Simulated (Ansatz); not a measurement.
**Ba in the bcc (W type) structure (space group Im-3m, No. 229)**

```
CELL_PARAMETERS angstrom
     -2.51000     2.51000     2.51000
      2.51000    -2.51000     2.51000
      2.51000     2.51000    -2.51000
ATOMIC_POSITIONS crystal
  Ba 0.00000 0.00000 0.00000
```

Method: DFT with PBE, PAW potentials and a 420 eV plane-wave cutoff in Ansatz (an electronic-structure program), spin-orbit coupling left out. Settings: 13×13×13 k-points, 0.05 eV Fermi–Dirac smearing.

- Volume per atom = 63.25 Å³
- Density = 3.61 g/cm³
- Band gap = zero
- Total energy = -5949.540 eV/atom (σ→0; compares only within this code and set-up)

No phonon test of stability was made.
